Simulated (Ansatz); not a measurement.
Worked calculations on one periodic cell of amorphous Hf₁₈O₃₇H₂: Hf18O37H2, 57 atoms, volume 722.3 Å³, made by a melt-quench on the CHGNet potential and relaxed with DFT. O atoms were pushed apart under 1.9 Å during the dynamics, to hinder bonds among them. It is a model cell: composition and starting density were chosen by hand, and all elements were melted together. Cycles of charging were run to anneal it. These are PBE, scalar-relativistic without spin-orbit coupling (plane waves to 420 eV, PAW; Ansatz, a first-principles code) values and carry that method's errors. Sampling: a 2×2×2 Γ-centred mesh; Fermi-Dirac width 0.02 eV; no spin polarisation. Its volume was held where the quench left it, its shape was free, and it stands at a mean pressure of -1.9 GPa with stress components up to 2.0 GPa; the relaxation ran on the zone centre alone. Its density went from a set 8.75 to 8.75 g/cm³. The cell is small and was quenched far faster than a real film, so it is one sample of the glass.

Count formal charges (Hf +4, O -2, H +1). What does the count lead one to expect at the Fermi level, and what does the calculation give?

18 × (+4) + 37 × (-2) + 2 × (+1) = 0. The charges balance, so the anion-derived valence states can be full and a gap can open. On this mesh the highest filled and lowest empty level lie 3.83 eV apart, the PBE gap of this cell.

Four energies for an added electron at PBE on the zone centre alone (charged cells in a uniform background, spin-polarised): neutral at the neutral geometry -304098.920 eV; charged at the neutral geometry -304083.374 eV; charged and relaxed -304083.727 eV; neutral at the charged geometry -304098.067 eV.

Find the two relaxation energies and their sum, the reorganisation energy.

On charging: -304083.374 − (-304083.727) = 0.353 eV. On discharging: -304098.067 − (-304098.920) = 0.853 eV. The sum is 1.206 eV. The carrier's level spreads over 10 of the 57 atoms' worth, so it counts as partly localised, most on one Hf atom with neighbours O 1.98 Å, O 2.10 Å, O 2.16 Å, O 2.22 Å, O 2.22 Å, O 2.30 Å (neutral geometry). The values are uncorrected: the image energy of a point charge in this cell, 2.84 × 14.40 / (2 × 9.0) = 2.3 eV before screening, is screened by electrons alone at the fixed geometry and by ions too after relaxing, and the carrier can be spread before it relaxes, so each term can be off by up to that value times 1/ε∞, some tenths of an eV. PBE's self-interaction favours spread-out carriers, so a hybrid can localise more.

Four energies for a hole at PBE on the zone centre alone (charged cells in a uniform background, spin-polarised): neutral at the neutral geometry -304098.920 eV; charged at the neutral geometry -304110.513 eV; charged and relaxed -304110.631 eV; neutral at the charged geometry -304098.746 eV.

Find the two relaxation energies and their sum, the reorganisation energy.

On charging: -304110.513 − (-304110.631) = 0.118 eV. On discharging: -304098.746 − (-304098.920) = 0.174 eV. The sum is 0.292 eV. The carrier's level spreads over 11 of the 57 atoms' worth, so it counts as partly localised, most on one O atom with neighbours Hf 1.98 Å, Hf 2.04 Å (neutral geometry). The values are uncorrected: the image energy of a point charge in this cell, 2.84 × 14.40 / (2 × 9.0) = 2.3 eV before screening, is screened by electrons alone at the fixed geometry and by ions too after relaxing, and the carrier can be spread before it relaxes, so each term can be off by up to that value times 1/ε∞, some tenths of an eV. PBE's self-interaction favours spread-out carriers, so a hybrid can localise more.
